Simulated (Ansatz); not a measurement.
## TiB2 under a change: Ti → Ca

The reference is TiB2 (space group P6/mmm, No. 191; a = 3.017 Å, c = 3.185 Å).

Perturbation: full substitution Ti → Ca; the structure is relaxed again.

Level of theory: Ansatz (a program for electronic structure), PBEsol, PAW, cutoff 420 eV, spin-orbit coupling left out. k-mesh 17×17×12 (Γ-centred); smearing 0.05 eV (Fermi–Dirac), for the changed cell.

The volume per atom rises by 3.52 Å³, from 8.37 Å³ to 11.89 Å³ and the lattice parameter a rises by 18.1 pm to 319.8 pm. The c/a ratio goes up by 0.204 to 1.260 and the space group is still P6/mmm (No. 191). The band gap stays zero.

Final structure:

```
CELL_PARAMETERS angstrom
      3.19799     0.00000     0.00000
     -1.59899     2.76954     0.00000
      0.00000     0.00000     4.02834
ATOMIC_POSITIONS crystal
  Ca 0.00000 0.00000 0.00000
  B  0.33333 0.66667 0.50000
  B  0.66667 0.33333 0.50000
```

Cost of the whole job for the changed cell (relaxation, final SCF and bands): about 40 core-seconds (a rough figure).

Stability against distortions was not tested. For CaB2 in this form, whether it has been made was not checked. The final runs are not spin-polarised.
